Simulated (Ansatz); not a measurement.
# GaSb, response to strain

The reference is GaSb in the zinc blende structure (space group F-43m, No. 216; a = 6.132 Å). Axes: x, y, z lie along the cube axes.

Strains are applied to the cell and any free atomic positions relax; under biaxial strain the out-of-plane vector relaxes too.

All numbers come from r2SCAN (Ansatz, a program for electronic structure, PAW, without spin-orbit coupling).

| biaxial strain, plane normal [001], relaxed out of plane (%) | out-of-plane strain (%) |
|---|---|
| -3 | 2.54 |
| -2.5 | 2.12 |
| -2 | 1.70 |
| -1.5 | 1.28 |
| -1 | ? |
| -0.5 | 0.43 |
| 0 | 0.00 |

### Question
Fit ε⊥ = −νε + γε² (strains in %) to the rows shown and predict the withheld row.

### Answer
Least squares on the printed values gives ν = 0.86 (the biaxial Poisson response) and γ = -0.004 (largest residual 0.00 %); this predicts 0.85 %, and the run gives 0.86 %, in agreement.

Stability against distortions was not tested.
